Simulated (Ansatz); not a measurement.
Structure of amorphous Hf6Si14O40 (periodic cell):

```xyz
60
Lattice="9.3084 0.1994 -0.0040 0.1994 9.3164 -0.0977 -0.0040 -0.0977 9.5300" Properties=species:S:1:pos:R:3 pbc="T T T"
Hf     3.5892     7.5716     5.9580
Hf     5.8659     2.5177     1.4187
Hf     6.5110     5.3531     7.1485
Hf     4.5940     5.7264     0.8123
Hf     0.4796     6.3722     7.8937
Hf     3.2973     8.8122     1.8769
Si     2.6301     2.4790     5.5156
Si     8.6724     3.2806     8.8496
Si     7.8592     9.1167     4.5950
Si     1.6903     5.2535     4.3783
Si     9.1781     8.8320     0.7042
Si     4.3582     0.3069     8.5567
Si     4.2250     3.3009     7.9684
Si     6.3735     7.9098     0.4248
Si     8.2532     2.3468     3.6747
Si     0.7622     2.0152     1.4974
Si     4.6979     0.6834     4.0872
Si     8.2304     6.3471     5.2813
Si     1.3752     6.3555     1.6302
Si     9.1891     1.6355     6.2486
O      6.8179     2.7516     3.0882
O      0.8704     5.8205     0.2308
O      8.9626     2.0933     7.7627
O      2.1151     1.2539     1.9216
O      8.4369     2.7021     5.2516
O      2.0982     3.7038     4.5958
O      3.8184     8.7475     4.0032
O      1.4538     1.3508     5.7462
O      0.9574     5.4767     2.9133
O      7.1247     5.1929     5.2224
O      4.8097     0.9401     2.4403
O      8.3510     0.6978     3.5325
O      8.0657     7.5500     4.2042
O      9.4462     8.3285     8.7149
O      6.0595     9.1097     8.9994
O      0.4680     5.5932     5.4518
O      5.2162     7.6570     1.5551
O      4.4671     1.9590     8.9803
O      2.1727     6.9921     7.1630
O      0.7241     3.1080     0.2815
O      8.9571     1.1030     0.9903
O      8.5020     4.7037     8.0457
O      2.9962     6.6081     1.6622
O      5.6235     3.5738     7.2212
O      8.0178     6.9375     6.8199
O      4.9534     4.1597     1.8303
O      7.7760     8.1496     1.1904
O      2.9026     6.2683     4.5516
O      2.9562     3.0304     7.0097
O      8.4830     0.1673     6.0593
O      7.2882     3.1107     0.1683
O      4.0065     0.0176     7.0304
O      1.0449     8.0136     1.7575
O      6.0793     0.2060     4.7989
O      6.2505     6.3308     9.1925
O      0.1428     2.7754     2.8007
O      5.0452     6.5390     6.6317
O      3.8440     4.6127     8.8545
O      3.9991     1.9479     4.8185
O      3.5082     9.0177    -0.0652
```

The numbers are results of PBE, scalar-relativistic without spin-orbit coupling (plane waves to 420 eV, PAW; Ansatz, a first-principles code), not measurements.

The cell was made by melting and quenching with the CHGNet potential and then relaxed with DFT. O atoms were pushed apart under 1.9 Å during the dynamics, to hinder bonds among them. The hot cell started wider than the set density and was brought back towards it in steps. It is the lowest in DFT energy of 8 quenches. It is a model cell: composition and starting density were chosen by hand, and all elements were melted together. No dispersion term was used. Its density started from a set value of 4.23 and ended at 4.23 g/cm³. The simulated quench (nominally 300 K/ps over its main leg) is rapid and tends to freeze in more defects than a deposited or slowly cooled glass has. A cell of this size samples the disorder only roughly. The volume was held where the preparation left it and the shape relaxed, at a PBE pressure of 3.0 GPa. Stress components on the final sampling reach 3.0 GPa.

Cut-offs for bonds: Hf-Hf 3.34 Å, Hf-Si 2.89 Å, Hf-O 2.72 Å, Si-Si 2.60 Å, Si-O 1.90 Å, O-O 1.58 Å. Two cations that share two anions don't count as bonded, nor two that share one unless they lie closer than Hf-Hf 3.25 Å, Hf-Si 2.81 Å, Si-Si 2.38 Å.

Q: Give the coordination numbers, mean bond lengths and angles.

A: 
| Item | Value |
|---|---|
| Mean coordination of Hf by anions | 5.67 (3 with 5, 2 with 6, 1 with 7) |
| Mean coordination of Si by anions | 4.00 (14 with 4) |
| Mean coordination of O | 2.25 (30 with 2, 10 with 3) |
| Mean Si-O bond | 1.635 Å (spread 0.028 Å, 56 counted) |
| Mean Hf-O bond | 2.114 Å (spread 0.170 Å, 34 counted) |
| Bond angle at Hf | mean 103.9°, spread 27.9° |
| Bond angle at Si | mean 109.3°, spread 4.8° |
| Bond angle at O | mean 125.7°, spread 18.7° |

Q: Which atoms depart from the most common coordination of their element?

A: Hf3 has 6 (O57 1.96 Å, O44 1.99 Å, O30 2.03 Å, O45 2.21 Å, O42 2.28 Å, O55 2.28 Å); Hf5 has 6 (O39 1.95 Å, O34 1.97 Å, O22 2.01 Å, O45 2.10 Å, O42 2.27 Å, O36 2.56 Å); Hf6 has 7 (O60 1.96 Å, O24 2.01 Å, O27 2.19 Å, O43 2.23 Å, O37 2.26 Å, O31 2.29 Å, O53 2.39 Å); O27 has 3 (Si17 1.65 Å, Hf6 2.19 Å, Hf1 2.29 Å); O31 has 3 (Si17 1.67 Å, Hf2 2.16 Å, Hf6 2.29 Å); O36 has 3 (Si18 1.65 Å, Si10 1.66 Å, Hf5 2.56 Å); O37 has 3 (Si14 1.64 Å, Hf4 2.16 Å, Hf6 2.26 Å); O38 has 3 (Si13 1.70 Å, Si12 1.71 Å, Hf2 2.46 Å); O42 has 3 (Si8 1.64 Å, Hf5 2.27 Å, Hf3 2.28 Å); O43 has 3 (Si19 1.64 Å, Hf4 2.01 Å, Hf6 2.23 Å); O45 has 3 (Si18 1.66 Å, Hf5 2.10 Å, Hf3 2.21 Å); O53 has 3 (Si11 1.69 Å, Si19 1.70 Å, Hf6 2.39 Å); O55 has 3 (Si14 1.67 Å, Hf4 2.14 Å, Hf3 2.28 Å).

Q: List the pairs of like atoms that count as bonded by the rules above.

A: There are none by these rules.
